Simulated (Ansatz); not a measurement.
Results of r²SCAN-D4 in Ansatz (PAW) for C11b WSi2.

Numerical settings: plane-wave cutoff 560 eV, 24×24×24 k mesh, Fermi–Dirac smearing 0.05 eV, no spin polarisation, scalar-relativistic PAW data made under PBE.

Computed points:

```
V (Å³/atom)  E − E_lowest (meV/atom)  P (GPa)
-----------  -----------------------  -------
12.774                         16.98    10.61
13.040                          4.09     5.02
13.306                          0.00     0.00
13.572                          3.82    -4.52
13.838                         14.74    -8.57
```

**Question.** What bulk modulus B0 and pressure derivative B′ does a third-order Birch–Murnaghan fit give?

**Answer.** V0 = 13.306 Å³/atom, B0 = 238 GPa, B′ = 4.4 (fit to the energies at full precision).

Shape and atoms are relaxed at each volume.

Note: the bulk modulus comes from volumes at which shape and atoms were relaxed.

Spin–orbit coupling is not included.

The computed numbers hold no vibrational or temperature effects.

Ansatz is a first-principles code.
